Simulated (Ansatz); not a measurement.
Results of PBEsol (plane waves, PAW; Ansatz, a first-principles code) for C (model structure, Ibam, No. 72, 6 atoms in the cell).

Run with plane-wave cutoff 520 eV, 14×14×14 k mesh, Fermi–Dirac smearing 0.01 eV, scalar-relativistic PAW data made under PBE.

The cell is the one relaxed with PBEsol. Conventional cell: a = 2.6456 Å, b = 5.5224 Å, c = 4.6452 Å, α = 90.00°, β = 90.00°, γ = 90.00°.

```
C
1.0
    3.60769    -1.32281    -0.05624
    3.60769     1.32281    -0.05624
   -2.93444     0.00000     3.60103
C
6
Direct
  0.34719   0.99308   0.67014
  0.65281   0.00692   0.32986
  0.00692   0.65281   0.82986
  0.99308   0.34719   0.17014
  0.00000   0.00000   0.25000
  0.00000   0.00000   0.75000
```

Task: List the 16 lowest band energies at Γ above −25 eV (eV, relative to the valence band maximum), grouping those that round alike.

Result: At Γ: -22.14, -14.51, -13.86, -11.85, -11.40, -8.45, -7.91, -4.83, -4.31, -4.00, -2.66, -1.27, 4.39, 4.54, 6.26, 7.31.

Note: the relaxation could raise the start's symmetry but not lower it, so the cell can be a saddle point.

A model structure was made by putting elements into a prototype or built by hand; it is no filed structure, need not be a known phase, and can be a saddle point held by its symmetry.
